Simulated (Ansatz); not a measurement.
BAs under a change: Si on a B site, symmetric start

Take an 8-atom supercell of BAs in the zinc blende structure (space group F-43m, No. 216; a = 4.809 Å) at its relaxed geometry as the base.

Now apply this change: one B atom is replaced by Si, atoms relaxed at fixed cell.

Level of theory: Kohn–Sham DFT with the PBE functional, run in Ansatz (a program for electronic structure) with PAW and 420 eV plane waves, no spin-orbit coupling. k-mesh 5×5×5 (Γ-centred); smearing 0.01 eV (Fermi–Dirac).

The pressure goes from zero to 17.4 GPa and the largest displacement of a host atom from its site in the perfect cell amounts to 0.16 Å. The mean distance from the defect site to its nearest host atoms goes up by 0.16 Å to 2.24 Å.

Final structure:

```
CELL_PARAMETERS angstrom
     -4.80934     0.00000     0.00000
      0.00000     0.00000     4.80934
      0.00000     4.80934     0.00000
ATOMIC_POSITIONS crystal
  As 0.26909 0.73091 0.73091
  As 0.73091 0.73091 0.26909
  As 0.73091 0.26909 0.73091
  As 0.26909 0.26909 0.26909
  Si 0.00000 0.00000 0.00000
  B  0.50000 0.00000 0.50000
  B  0.50000 0.50000 0.00000
  B  0.00000 0.50000 0.50000
```

The magnetic state is the one reached from the starting moments; the real material's order can differ, and small cells can't hold many antiferromagnetic ones. In so small a cell the defect repeats every few ångströms: this is an ordered compound, not a dilute defect. The mesh was chosen for an insulator and is coarse for the gapless case. The defect started on the symmetric site and kept its symmetry, so it may sit on a saddle. Starting moments died away, wholly or in part, for Si on a B site; another magnetic solution may exist. The defect cell is spin-polarised and ends with 0.0 μB.
